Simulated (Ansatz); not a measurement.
Take MgS in the rock salt structure (space group Fm-3m, No. 225; a = 5.182 Å) as the base.

Levels (all Ansatz, a quantum-chemistry and plane-wave program, PAW): PBEsol (420 eV, no spin-orbit coupling); HSE06 (420 eV, no spin-orbit coupling).

The geometry is relaxed with PBEsol.

- PBEsol band gap = 2.73 eV

Q: Predict the band gap from HSE06.

A: The band gap rises by 1.107 eV, from 2.73 eV to 3.83 eV.

Single points use the geometry relaxed with PBEsol. HSE06 was sampled on its mesh, a few special points and the semilocal edge points, so its gap is an upper bound. Stability against distortions was not tested. The base started in P3_121 and relaxed to Fm-3m at this level.
